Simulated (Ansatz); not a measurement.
Take TiB2 (space group P6/mmm, No. 191) as the base.

```yaml
crystal:
  lattice:
    - [3.01738, 0.00000, 0.00000]
    - [-1.50869, 2.61313, 0.00000]
    - [0.00000, 0.00000, 3.18507]
  atoms:
    - { symbol: Ti, position: [0.00000, 0.00000, 0.00000] }
    - { symbol: B, position: [0.66667, 0.33333, 0.50000] }
    - { symbol: B, position: [0.33333, 0.66667, 0.50000] }
```

Cartesian axes are those of the cell as printed.

Level of theory: Ansatz (a quantum-chemistry and plane-wave program) PBEsol, without spin-orbit coupling.

Strains are applied to the cell and any free atomic positions relax.

One change was made to it. Results:

The energy increases by 0.9 meV/atom; the band gap stays zero; the pressure (mean of the normal stresses, compression positive) remains 0.0 GPa.

**Question.** Which change produced these results?
A) tensor shear ε_xz = +1.43 %
B) tensor shear ε_xz = +1.14 %
C) tensor shear ε_xz = +2.00 %
D) tensor shear ε_xz = +1.71 %
E) tensor shear ε_xz = +0.57 %

**Answer.** E, tensor shear ε_xz = +0.57 %. For comparison, the energy relative to the base in the other runs: tensor shear ε_xz = +2.00 % gives +12 meV/atom; tensor shear ε_xz = +1.14 % gives +3.8 meV/atom; tensor shear ε_xz = +1.43 % gives +5.9 meV/atom; tensor shear ε_xz = +1.71 % gives +8.4 meV/atom.

A case with no gap was solved on a k-mesh chosen for an insulator, which is coarse for it. Without a gap, meshes like the base's 13×13×10 leave anisotropic stresses uncertain by several tenths of a GPa, and small strain energies with them. Stability against distortions was not tested. All final runs are without spin polarisation.
